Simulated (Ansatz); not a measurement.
Reference: CdS (P6_3mc), PBEsol with spin-orbit coupling, rigid bands (plane waves, PAW; Ansatz, a first-principles code); axes and stresses refer to this cell.

```yaml
crystal:
  lattice:
    - [4.12426, 0.00000, 0.00000]
    - [-2.06213, 3.57172, 0.00000]
    - [0.00000, 0.00000, 6.70920]
  atoms:
    - { symbol: Cd, position: [0.66667, 0.33333, 0.50020] }
    - { symbol: Cd, position: [0.33333, 0.66667, 0.00020] }
    - { symbol: S, position: [0.66667, 0.33333, 0.87680] }
    - { symbol: S, position: [0.33333, 0.66667, 0.37680] }
```

* **electron conductivity mass**: 0.133 mₑ
* **hole mass along z**: 1.51 mₑ
* **Seebeck coefficient, n-type 1e19 cm⁻³**: -82 μV/K

Change: biaxial stress xx = yy = -1 GPa (compression positive). What happens to electron conductivity mass, hole mass along z, Seebeck coefficient, n-type 1e19 cm⁻³?

electron conductivity mass moves little, to 0.131 mₑ; hole mass along z falls to 1.08 mₑ; Seebeck coefficient, n-type 1e19 cm⁻³ moves little, to -81 μV/K.

Change: biaxial stress xx = yy = -2 GPa (compression positive). What happens to electron conductivity mass, hole mass along z, Seebeck coefficient, n-type 1e19 cm⁻³?

electron conductivity mass moves little, to 0.130 mₑ; hole mass along z drops to 0.57 mₑ; Seebeck coefficient, n-type 1e19 cm⁻³ moves little, to -80 μV/K.

Change: biaxial stress xx = yy = 1 GPa (compression positive). What happens to electron conductivity mass, hole mass along z, Seebeck coefficient, n-type 1e19 cm⁻³?

electron conductivity mass moves little, to 0.133 mₑ; hole mass along z grows to 1.61 mₑ; Seebeck coefficient, n-type 1e19 cm⁻³ moves little, to -82 μV/K.

Change: uniaxial stress zz = -1 GPa (compression positive). What happens to electron conductivity mass, hole mass along z, Seebeck coefficient, n-type 1e19 cm⁻³?

electron conductivity mass moves little, to 0.131 mₑ; hole mass along z grows to 1.64 mₑ; Seebeck coefficient, n-type 1e19 cm⁻³ moves little, to -81 μV/K.

Change: uniaxial stress zz = -2 GPa (compression positive). What happens to electron conductivity mass, hole mass along z, Seebeck coefficient, n-type 1e19 cm⁻³?

electron conductivity mass moves little, to 0.129 mₑ; hole mass along z increases to 1.70 mₑ; Seebeck coefficient, n-type 1e19 cm⁻³ moves little, to -80 μV/K.

Change: uniaxial stress zz = 1 GPa (compression positive). What happens to electron conductivity mass, hole mass along z, Seebeck coefficient, n-type 1e19 cm⁻³?

electron conductivity mass moves little, to 0.134 mₑ; hole mass along z shrinks to 1.09 mₑ; Seebeck coefficient, n-type 1e19 cm⁻³ moves little, to -82 μV/K.

Masses are for dilute carriers at 300 K, harmonic means over directions unless an axis is named. Seebeck coefficients are for the stated density at 300 K, with one relaxation time for all states and whether or not that doping can be reached. Stresses and pressures are the targets of the relaxation.  The structure type is held under load, also where the real crystal would transform.
